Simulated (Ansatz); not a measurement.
# PdGe2 (model structure, started from the C54 type, Fddd, No. 70, 6 atoms in the cell): equilibrium volume per atom by level of theory

No measured value is used here.

| level (code) | value (Å³/atom) |
|---|---|
| PBE (Ansatz) | … |
| PBEsol (Ansatz) | 16.37 |
| PBE-D3(BJ) (Ansatz) | 16.49 |

Task: Some entries are withheld; supply them.

Result: 
- PBE (Ansatz, a first-principles code), value (Å³/atom): 17.22

Ansatz's density-functional and Hartree–Fock values are scalar-relativistic unless marked +SOC, with PAW data made under PBE.

A model structure was made by putting elements into a prototype or built by hand; it is no filed structure, need not be a known phase, and can be a saddle point held by its symmetry.
